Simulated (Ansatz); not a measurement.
Base system: CdS in the wurtzite structure (space group P6_3mc, No. 186).

```xyz
4
Lattice="4.1643 0.0000 0.0000 -2.0822 3.6064 0.0000 0.0000 0.0000 6.7688" Properties=species:S:1:pos:R:3 pbc="T T T"
Cd     2.0822     1.2021     0.0067
Cd     0.0000     2.4043     3.3911
S      2.0822     1.2021     4.2252
S      0.0000     2.4043     0.8408
```

The values are results of r2SCAN, PAW, 500 eV (Ansatz, an electronic-structure program; no SOC), earlier PAW set, not measurements.

Modification: a negative pressure, −1 GPa.

### Question
What happens to the mean gap deformation potential ΔEg/Δln V?

### Answer
The mean gap deformation potential ΔEg/Δln V is -2.4 eV.

Load acts through the strain it causes; cell and atoms are relaxed under it. Stability against distortions was not tested.
